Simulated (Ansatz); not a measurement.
Ge (diamond structure), cut as (100) film, 7 layers, dihydride; geometry relaxed with PBE. The relaxation kept the symmetry of its start, so a lower minimum of less symmetry isn't excluded. The in-plane lattice is held at the bulk value. With Ansatz (a quantum-chemistry and plane-wave program) with PBE the gap on the k-mesh of the run is 1.41 eV. k-points: Γ-centred 7×7×1 mesh; occupations: Fermi-Dirac, 0.020 eV; spin polarisation not allowed. No spin-orbit coupling.

Task: What gap does Ansatz with HSE06 give on the same geometry and mesh?

Result: 2.04 eV, wider by 0.63 eV.
